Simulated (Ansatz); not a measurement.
**Element substitutions in CdS**

Take CdS in the zinc blende structure (space group F-43m, No. 216; a = 5.927 Å) as the base.

Each row replaces one element on all its sites; cell and atoms are relaxed.

Levels (all Ansatz, an electronic-structure program, PAW, earlier PAW set): PBE (420 eV, no SOC); PBEsol (420 eV, without spin-orbit coupling).

The base cell above is that of PBE; each level relaxes its own structures.

```
case     band gap, PBE  band gap, PBEsol
-------  -------------  ----------------
S → Si            zero              zero
Cd → Zn        2.01 eV           2.08 eV
S → Se         0.49 eV           0.48 eV
```

The two levels differ by at most about 0.07 eV. They put the cases in the same order.

Stability against distortions was not tested. As relaxed here, CdSi is a hypothetical phase, not in the database extracts checked. All final runs are without spin polarisation.
